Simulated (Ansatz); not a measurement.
Defect: interstitial Na in corundum, charge state +1. Calculation: PBE, PAW (plane waves to 420 eV; Ansatz, a quantum-chemistry and plane-wave program).

270-site cell at the relaxed PBE lattice, the Γ point alone, smearing 0.01 eV, spin-restricted, no finite-size correction. Energies are static. The charge state is imposed; whether it is stable for some Fermi level was not computed. Sites that were not tried may lie lower.

Barriers: single points on a 2×2×2 k-point mesh shifted by half a step along c at the bands' geometries.

Relaxed starting cell (atoms counted from 1):

```xyz
271
Lattice="14.4263 0.0000 0.0000 -7.2131 12.4935 0.0000 0.0000 0.0000 13.1251" Properties=species:S:1:pos:R:3 pbc="T T T"
Al    -0.0015     0.0024     4.7642
Al    -2.4101     4.1730     4.6274
Al    -4.8074     8.3245     4.6249
Al     4.8144     0.0030     4.6275
Al     2.4073     4.1730     4.6248
Al    -0.0016     8.3315     4.6237
Al     9.6084     0.0034     4.6248
Al     7.2116     4.1670     4.6267
Al     4.8040     8.3249     4.6274
Al     2.4236     1.3896     2.4472
Al    -0.0032     5.5611     2.4390
Al    -2.4002     9.7181     2.4391
Al     7.2156     1.3922     2.4382
Al     4.8064     5.5508     2.4381
Al     2.3984     9.7154     2.4390
Al    12.0109     1.4093     2.4472
Al     9.6126     5.5580     2.4381
Al     7.2001     9.7020     2.4472
Al    -0.0011     2.7985     4.1478
Al    -2.4052     6.9458     4.1311
Al    -4.7933    11.0975     4.1481
Al     4.8112     2.7803     4.1312
Al     2.4001     6.9427     4.1311
Al     0.0001    11.1059     4.1311
Al     9.6125     2.7816     4.1312
Al     7.2108     6.9390     4.1313
Al     4.7898    11.0983     4.1480
Al     2.4187     1.4079     6.3132
Al    -0.0001     5.5654     6.3183
Al    -2.3978     9.7131     6.3184
Al     7.2125     1.3901     6.3181
Al     4.8063     5.5545     6.3181
Al     2.3931     9.7158     6.3183
Al    11.9974     1.3957     6.3133
Al     9.6159     5.5562     6.3181
Al     7.2187     9.6973     6.3133
O      3.3411    -0.0001     3.2977
O      0.9297     4.1647     3.2766
O     -1.4733     8.3317     3.2826
O      8.1455     0.0018     3.2830
O      5.7397     4.1661     3.2839
O      3.3326     8.3283     3.2848
O     12.9381     0.0242     3.3542
O     10.5466     4.1683     3.2814
O      8.1434     8.3292     3.2802
O      0.7604     1.2791     3.3542
O     -1.6716     5.4455     3.2848
O     -4.0759     9.6083     3.2767
O      5.5451     1.2780     3.2814
O      3.1374     5.4407     3.2830
O      0.7344     9.6059     3.2825
O     10.3503     1.2788     3.2801
O      7.9466     5.4419     3.2839
O      5.5378     9.6024     3.2977
O      1.4722     2.7918     5.4737
O     -0.9342     6.9452     5.4705
O     -3.3316    11.1043     5.4739
O      6.2813     2.7787     5.4713
O      3.8744     6.9416     5.4718
O      1.4697    11.1065     5.4696
O     11.0827     2.7819     5.4677
O      8.6829     6.9413     5.4699
O      6.2711    11.0965     5.5000
O     -0.7380     4.0611     5.4739
O     -3.1404     8.2180     5.4696
O     -5.5326    12.3812     5.5000
O      4.0732     4.0541     5.4699
O      1.6653     8.2169     5.4705
O     -0.7359    12.3831     5.4719
O      8.8790     4.0555     5.4714
O      6.4754     8.2120     5.4677
O      4.0591    12.3776     5.4738
O     -0.7433     1.5165     5.5000
O     -3.1433     5.6697     5.4719
O     -5.5360     9.8250     5.4738
O      4.0765     1.5070     5.4677
O      1.6661     5.6698     5.4695
O     -0.7357     9.8323     5.4705
O      8.8785     1.5056     5.4699
O      6.4744     5.6668     5.4714
O      4.0648     9.8289     5.4739
O     -1.6707     2.8988     3.2977
O     -4.0746     7.0584     3.2830
O     -6.4903    11.1978     3.3544
O      3.1409     2.8930     3.2801
O      0.7341     7.0569     3.2826
O     -1.6660    11.2207     3.2848
O      7.9482     2.8928     3.2839
O      5.5428     7.0546     3.2814
O      3.1414    11.2214     3.2766
Al     2.4203     1.4002     8.9813
Al    -0.0008     5.5594     8.9980
Al    -2.4025     9.7168     8.9981
Al     7.2098     1.3926     8.9983
Al     4.8098     5.5557     8.9982
Al     2.3987     9.7181     8.9981
Al    12.0034     1.4009     8.9814
Al     9.6152     5.5527     8.9982
Al     7.2112     9.6998     8.9813
Al    -0.0087     2.8011     6.8160
Al    -2.4058     6.9422     6.8112
Al    -4.7874    11.1027     6.8161
Al     4.8169     2.7826     6.8109
Al     2.4037     6.9439     6.8112
Al    -0.0026    11.1082     6.8112
Al     9.6078     2.7853     6.8109
Al     7.2100     6.9330     6.8109
Al     4.7913    11.0904     6.8161
Al    -0.0015     0.0025     8.3651
Al    -2.4089     4.1740     8.5046
Al    -4.8062     8.3255     8.5020
Al     4.8148     0.0015     8.5046
Al     2.4060     4.1735     8.5019
Al    -0.0016     8.3314     8.5027
Al     9.6086     0.0019     8.5020
Al     7.2116     4.1670     8.5057
Al     4.8026     8.3254     8.5047
Al     0.0100     2.7963    10.6822
Al    -2.4025     6.9405    10.6914
Al    -4.8005    11.0891    10.6823
Al     4.8116     2.7831    10.6905
Al     2.4036     6.9477    10.6914
Al    -0.0056    11.1063    10.6914
Al     9.6101     2.7805    10.6906
Al     7.2132     6.9375    10.6905
Al     4.7862    11.1090    10.6824
O      0.9389     1.4019     7.6295
O     -1.4729     5.5571     7.6597
O     -3.8727     9.7165     7.6619
O      5.7404     1.3919     7.6599
O      3.3356     5.5569     7.6577
O      0.9288     9.7198     7.6582
O     10.5416     1.3940     7.6557
O      8.1442     5.5532     7.6590
O      5.7378     9.7066     7.6559
O      3.1452     2.6696     7.6557
O      0.7356     6.8316     7.6581
O     -1.6685    10.9929     7.6596
O      7.9458     2.6661     7.6590
O      5.5439     6.8286     7.6600
O      3.1335    10.9914     7.6619
O     12.7460     2.6734     7.6558
O     10.3532     6.8286     7.6577
O      7.9532    10.9818     7.6296
O      1.4851    -0.0192     9.7751
O     -0.9334     4.1691     9.8493
O     -3.3367     8.3301     9.8481
O      6.2777     0.0032     9.8464
O      3.8773     4.1702     9.8446
O      1.4703     8.3323     9.8455
O     11.0819     0.0051     9.8317
O      8.6833     4.1668     9.8469
O      6.2802     8.3338     9.8529
O     -0.7260     1.3006     9.7752
O     -3.1417     5.4399     9.8465
O     -5.5456     9.5997     9.8317
O      4.0687     1.2770     9.8528
O      1.6672     5.4438     9.8480
O     -0.7381     9.6056     9.8455
O      8.8759     1.2779     9.8447
O      6.4759     5.4416     9.8468
O      4.0690     9.6056     9.8494
O      1.6722     2.8960     9.8318
O     -0.7366     7.0564     9.8455
O     -3.1401    11.2197     9.8493
O      6.4756     2.8926     9.8468
O      4.0726     7.0577     9.8465
O      1.6649    11.2204     9.8481
O     11.2858     2.8900     9.8530
O      8.8815     7.0529     9.8447
O      6.4496    11.2193     9.7753
O      3.1510     0.1208     7.6558
O      0.7346     4.2865     7.6618
O     -1.6690     8.4430     7.6582
O      7.9459     0.1153     7.6577
O      5.5447     4.2815     7.6590
O      3.1368     8.4444     7.6596
O     12.7426     0.1172     7.6295
O     10.3504     4.2803     7.6600
O      7.9480     8.4372     7.6557
Al    -0.0105     2.8312     0.2636
Al    -2.4080     6.9429     0.2493
Al    -4.7607    11.0894     0.2637
Al     4.8234     2.7883     0.2512
Al     2.4041     6.9418     0.2493
Al    -0.0010    11.1098     0.2493
Al     9.5996     2.7882     0.2513
Al     7.2116     6.9246     0.2512
Al     4.7663    11.0740     0.2638
Al    -0.0014     0.0024    10.8910
Al    -2.4071     4.1683    11.1863
Al    -4.8025     8.3207    11.1793
Al     4.8092     0.0029    11.1863
Al     2.4084     4.1791    11.1793
Al    -0.0016     8.3315    11.1811
Al     9.6027     0.0012    11.1794
Al     7.2116     4.1671    11.1866
Al     4.8066     8.3298    11.1863
Al     2.4437     1.4245    12.8658
Al    -0.0016     5.5740    12.8783
Al    -2.3896     9.7103    12.8784
Al     7.2109     1.3887    12.8803
Al     4.8058     5.5568    12.8802
Al     2.3864     9.7103    12.8784
Al    11.9706     1.4090    12.8657
Al     9.6179     5.5556    12.8802
Al     7.2205     9.6675    12.8658
Al    -0.0016     0.0024     2.2381
Al    -2.4137     4.1778     1.9501
Al    -4.8091     8.3301     1.9433
Al     4.8204     0.0037     1.9502
Al     2.4033     4.1688     1.9431
Al    -0.0017     8.3315     1.9428
Al     9.6141     0.0021     1.9433
Al     7.2115     4.1670     1.9483
Al     4.8016     8.3194     1.9501
O     -1.4643     2.7687    12.0437
O     -3.8754     6.9406    12.0331
O     -6.3028    11.0789    11.9526
O      3.3444     2.7949    12.0278
O      0.9331     6.9476    12.0312
O     -1.4764    11.1081    12.0337
O      8.1399     2.7801    12.0354
O      5.7414     6.9458    12.0363
O      3.3328    11.1066    12.0369
O      0.7345     4.0564    12.0368
O     -1.6674     8.2140    12.0312
O     -4.0878    12.3798    12.0436
O      5.5463     4.0565    12.0354
O      3.1405     8.2205    12.0337
O      0.7308    12.3818    12.0332
O     10.3531     4.0508    12.0363
O      7.9568     8.2022    12.0277
O      5.5282    12.4150    11.9525
O      3.8770     1.3920     1.0925
O      1.4686     5.5528     1.0931
O     -0.9300     9.7184     1.0940
O      8.6864     1.3904     1.0957
O      6.2769     5.5510     1.0981
O      3.8655     9.7037     1.1016
O     13.5126     1.4198     1.1769
O     11.0853     5.5579     1.0962
O      8.6740     9.7300     1.0859
O      1.6625     2.6525     1.0858
O     -0.7385     6.8341     1.0940
O     -3.1236    10.9945     1.1016
O      6.4803     2.6657     1.0981
O      4.0701     6.8264     1.0962
O      1.6698    10.9941     1.0931
O     11.2819     2.6668     1.0926
O      8.8787     6.8326     1.0957
O      6.4398    10.9977     1.1771
O      1.6815     0.0836     1.1771
O     -0.7468     4.2964     1.1016
O     -3.1432     8.4477     1.0931
O      6.4792     0.1168     1.0962
O      4.0695     4.2781     1.0956
O      1.6636     8.4421     1.0940
O     11.2978     0.1187     1.0860
O      8.8773     4.2844     1.0981
O      6.4754     8.4423     1.0926
O      0.7699     1.5009    11.9525
O     -1.6687     5.6659    12.0337
O     -4.0722     9.8317    12.0368
O      5.5401     1.5045    12.0363
O      3.1398     5.6722    12.0331
O      0.7296     9.8329    12.0313
O     10.3334     1.5041    12.0278
O      7.9484     5.6644    12.0354
O      5.5473     9.8462    12.0437
Na    -0.0017     0.0026     0.0022
```
Cell charge +1.

End state 1 differs by these moves (Å; atoms that move under 0.08 Å are left out):

```tsv
atom	element	Δx	Δy	Δz
1	Al	-0.03	-0.04	-0.10
16	Al	-0.02	-0.09	-0.01
19	Al	0.00	-0.02	0.35
38	O	-0.11	-0.08	0.01
46	O	-0.04	0.14	-0.07
64	O	-0.04	0.00	0.07
82	O	0.13	-0.07	-0.01
84	O	0.01	0.05	-0.07
100	Al	0.01	-0.02	0.19
109	Al	-0.01	-0.02	0.13
158	O	0.05	0.05	-0.07
169	O	-0.07	0.02	-0.07
181	Al	0.01	-0.05	1.86
190	Al	0.02	-0.02	0.26
199	Al	-0.07	-0.06	-0.05
200	Al	0.04	-0.03	-0.07
208	Al	0.00	-0.09	-0.30
212	Al	0.07	0.05	0.00
217	O	-0.14	-0.06	-0.23
219	O	0.03	0.01	0.08
226	O	0.01	0.15	-0.22
234	O	0.04	-0.02	0.10
241	O	0.01	-0.03	0.07
244	O	-0.01	0.04	0.17
252	O	0.03	-0.02	-0.08
253	O	-0.03	0.05	-0.08
254	O	-0.01	-0.04	0.15
262	O	0.09	-0.08	-0.14
271	Na	0.00	2.78	-0.09
```

Predict the forward and backward barriers to end state 1 from PBE, PAW.

forward 2.35 eV, backward 1.61 eV; at the saddle point atom 271 has neighbours O at 1.86, O at 1.88, O at 2.25, O at 2.28, O at 2.33 Å. The program found a first-order saddle point.
